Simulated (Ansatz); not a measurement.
Start from ZnO (space group Pm-3n, No. 223; a = 5.577 Å; a hypothetical phase, not in the database extracts checked).

All numbers come from PBEsol (Ansatz, a quantum-chemistry and plane-wave program; PAW; 420 eV plane waves; spin-orbit coupling left out).

For the base:

Band gap: 1.02 eV
Electron mass: 0.21 mₑ (at Γ)

Modification: every lattice vector is stretched by 1.12 %; the atoms relax in the strained cell.

Problem. What does the calculation give for the energy relative to the base after the change?

Solution. The energy increases by 5.7 meV/atom.

Problem. Predict the new band gap.

Solution. The band gap falls by 0.02 eV, from 1.02 eV to 1.00 eV.

Problem. How does this affect the electron mass?

Solution. The electron mass goes from 0.21 mₑ (at Γ) to 0.20 mₑ (at Γ).

Effective masses come from finite differences of ±0.01 Å⁻¹. Whether these cells are dynamically stable was not tested.
